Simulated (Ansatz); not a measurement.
**fluorite-type NiSi2 (0 0 1) on wurtzite GaN (1 1 0) (film strained to the substrate, faces as cut)**

A periodic stack without vacuum, fluorite-type NiSi2 (0 0 1) on wurtzite GaN (1 1 0) (film strained to the substrate, faces as cut): substrate slab Ga18N18, film Ni8Si16, surface cells [[0, 1], [-1, 0]] and [[0, -1], [2, 1]], film strained by -3.7 and +2.4 %, faces GaN/GaN and Si/Ni as cut (like faces can put a slab off its formula).

The start was prepared with a machine-learned potential, and the result is one local minimum, with the in-plane cell held and forces under 0.04 eV/Å; the film can end far from its bulk form.

Calculation: PBE (plane waves to 420 eV, PAW; Ansatz, a first-principles code). No spin–orbit coupling; the runs are not spin-polarised; PBE gaps are too small against experiment. Its k-point mesh 5×5×1, Fermi–Dirac width 0.05 eV.

The interface area comes out as 29.2 Å². The period comes out as 26.17 Å. The gaps between the outermost planes at the two interfaces is 1.70 and 1.84 Å, the Ga–Ni contacts across the interfaces within 1.22 times the sum of covalent radii is 2, mean 2.52 Å and the N–Ni contacts across the interfaces within 1.22 times the sum of covalent radii is 2, mean 1.98 Å. The Ga–Si contacts across the interfaces within 1.22 times the sum of covalent radii is 2, mean 2.36 Å. The N–Si contacts across the interfaces within 1.22 times the sum of covalent radii is 2, mean 1.85 Å and the estimate of the barrier is withheld, since the two interfaces are unlike. The slope of the mean potential energy in the substrate is -3.5 MV/cm × e.

```
CELL_PARAMETERS angstrom
      5.57374     0.00029    -0.11421
      0.00072     5.24285     0.05158
     -1.01435    -1.05062    26.18440
ATOMIC_POSITIONS crystal
  Ga 0.36891 0.59189 0.03513
  Ga 0.04786 0.09262 0.03528
  N  0.36407 0.95671 0.03681
  N  0.05241 0.45732 0.03644
  Ga 0.89132 0.59629 0.09364
  Ga 0.55780 0.09622 0.09378
  N  0.88660 0.97035 0.09402
  N  0.56258 0.47025 0.09400
  Ga 0.40840 0.60656 0.15538
  Ga 0.07531 0.10654 0.15538
  N  0.40826 0.98299 0.15616
  N  0.07584 0.48291 0.15595
  Ga 0.92612 0.61543 0.21697
  Ga 0.59218 0.11549 0.21718
  N  0.92547 0.99220 0.21707
  N  0.59280 0.49227 0.21708
  Ga 0.44294 0.62498 0.27832
  Ga 0.10977 0.12507 0.27822
  N  0.44344 0.00193 0.27923
  N  0.10980 0.50179 0.27883
  Ga 0.95996 0.63435 0.34004
  Ga 0.62761 0.13463 0.34051
  N  0.96068 0.01100 0.33993
  N  0.62663 0.51126 0.34006
  Ga 0.47611 0.64422 0.40108
  Ga 0.14589 0.14432 0.40071
  N  0.47946 0.02125 0.40303
  N  0.14359 0.52049 0.40197
  Ga 0.99200 0.65190 0.46337
  Ga 0.66572 0.15522 0.46447
  N  0.99523 0.02637 0.46160
  N  0.66030 0.52925 0.46213
  Ga 0.51538 0.65682 0.52399
  Ga 0.17431 0.15424 0.52260
  N  0.52303 0.04102 0.52805
  N  0.17602 0.53315 0.52440
  Ni 0.88346 0.36313 0.75898
  Ni 0.37842 0.85993 0.75961
  Ni 0.36067 0.34048 0.64969
  Ni 0.83338 0.86464 0.65871
  Ni 0.92931 0.39296 0.96488
  Ni 0.44336 0.89218 0.96494
  Ni 0.40840 0.37513 0.86052
  Ni 0.90779 0.87661 0.86175
  Si 0.11858 0.60422 0.70496
  Si 0.60489 0.11178 0.70868
  Si 0.61158 0.60254 0.70672
  Si 0.12147 0.10696 0.70661
  Si 0.69075 0.54563 0.60420
  Si 0.10484 0.04088 0.60719
  Si 0.12525 0.58848 0.59293
  Si 0.63139 0.09937 0.59507
  Si 0.17696 0.63471 0.91591
  Si 0.67509 0.13531 0.91629
  Si 0.66984 0.63503 0.91599
  Si 0.17122 0.13628 0.91606
  Si 0.64602 0.61988 0.81165
  Si 0.14200 0.11811 0.81173
  Si 0.14314 0.62022 0.81096
  Si 0.64654 0.11865 0.81076
```
